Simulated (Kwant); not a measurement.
Device: quantum point contact (saddle potential) in a Si two-dimensional gas. Effective mass 0.19 mₑ, grid spacing 4.2 nm, hard walls, nominal width 100 nm (23 grid rows, so walls 100.8 nm apart), one parabolic valley, scattering region 300 nm long along x; energies count from the band bottom; Fermi energy 0.00155 eV. Potential (V0 + ½k y²) cos²(πx/L) for |x| < L/2, with V0 swept from 0.0016275 to 0 eV, k = 3.9e-06 eV/nm², L = 130 nm.

The device is made up for the run: typed textbook-type constants, with dimensions and the other settings drawn at random.

Kwant, effective-mass tight-binding model on a square grid, one spin, coherent transport at 0 K. Conductance is in e²/h.

Compare with the saddle-point formula G = Σ 1/(1 + exp(−2π(E − V0 − ħωy(n + ½))/ħωx)), taking ħωy = ħ√(k/m) and ħωx from the curvature along x of V0 plus half of the mode's confinement energy.

ħωy = 1.25 meV; at V0 = 1.32 meV the lowest mode has ħωx = 0.875 meV.

| V0 (meV) | formula | simulation |
|---|---|---|
| 1.53 | 0.016 | 0.014 |
| 1.32 | 0.055 | 0.055 |
| 1.11 | 0.20 | 0.21 |
| 0.896 | 0.56 | 0.60 |
| 0.684 | 0.90 | 0.92 |
| 0.472 | 0.99 | 0.99 |

The formula takes a parabolic saddle in the continuum; the run has the full potential on a grid.
